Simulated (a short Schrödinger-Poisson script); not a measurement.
# MOS inversion layer, Al2O3 on p-type Si(100)

Stack: MOS inversion layer, Al2O3 on p-type Si(100), at 300 K.

```csv
layer,material,thickness (nm),Na (cm⁻³)
1,Al2O3,5.1,-
2,Si,300,2e18
```

Constants are typed, rounded textbook-type inputs, not results; the design itself was drawn at random and stands for no fabricated device. Al2O3: permittivity 9, conduction-band edge (eV) 2.7, gap (eV) 6.8, electron mass (mₑ) 0.3. Si: permittivity 11.7, conduction-band edge (eV) 0, gap (eV) 1.124, Nv at 300 K (cm⁻³) 3.1e19.

Channel valleys (confinement mass, in-plane density-of-states mass, number): Δ2 0.916, 0.19, 2; Δ4 0.19, 0.417, 4. At the gate the conduction-band edge of layer 1 lies 2.82 eV − eVg above the Fermi level of the channel; the field vanishes at the back. Gaps are held at their typed values at every temperature. Mesh 0.03 nm at interfaces.

From a short Schrödinger-Poisson script (our own, NumPy): 1D Poisson equation in equilibrium, electrons quantum, Hartree (BenDaniel-Duke, 12 states a valley, the channel's in-plane mass for all, wave functions free to enter the dielectric), parabolic valleys, classical holes, full ionisation, no traps, pinning or gate leakage.

| Vg (V) | electrons (cm⁻²) | C (μF/cm²) | Δ2 E0 (meV) | Δ2 E1 (meV) | Δ4 E0 (meV) | Δ4 E1 (meV) |
|---|---|---|---|---|---|---|
| 0.3 | 1.01e6 | 0.361 | 400.4 | 494.8 | 471.0 | 623.2 |
| 0.4 | 1.67e7 | 0.347 | 327.4 | 425.4 | 400.3 | 559.0 |
| 0.5 | 2.87e8 | 0.336 | 253.3 | 354.8 | 328.5 | 493.2 |
| 0.6 | 5.05e9 | 0.342 | 178.8 | 283.4 | 256.0 | 426.4 |
| 0.7 | 7.37e10 | 0.527 | 108.9 | 216.6 | 188.1 | 363.6 |
| 0.8 | 4.20e11 | 0.929 | 62.8 | 173.3 | 143.9 | 323.0 |
| 0.9 | 1.02e12 | 1.12 | 38.3 | 151.4 | 121.3 | 302.8 |
| 1 | 1.72e12 | 1.21 | 22.8 | 138.5 | 107.6 | 291.1 |
| 1.1 | 2.47e12 | 1.25 | 11.4 | 129.5 | 98.0 | 283.1 |
| 1.2 | 3.25e12 | 1.28 | 2.2 | 122.8 | 90.5 | 277.2 |
| 1.3 | 4.04e12 | 1.30 | -5.7 | 117.3 | 84.3 | 272.5 |
| 1.4 | 4.85e12 | 1.31 | -12.6 | 112.7 | 79.0 | 268.6 |
| 1.5 | 5.67e12 | 1.32 | -19.0 | 108.8 | 74.4 | 265.4 |
| 1.6 | 6.49e12 | 1.33 | -24.8 | 105.3 | 70.2 | 262.5 |
| 1.7 | 7.32e12 | 1.34 | -30.2 | 102.3 | 66.3 | 260.0 |
| 1.8 | 8.16e12 | 1.35 | -35.4 | 99.5 | 62.8 | 257.8 |
| 1.9 | 9.00e12 | 1.35 | -40.3 | 96.9 | 59.4 | 255.8 |
| 2 | 9.84e12 | 1.36 | -44.9 | 94.6 | 56.3 | 254.0 |
| 2.1 | 1.07e13 | 1.36 | -49.5 | 92.4 | 53.3 | 252.3 |

Gate voltages with under 1e6 electrons/cm² are left out.

Subbands count from the Fermi level.
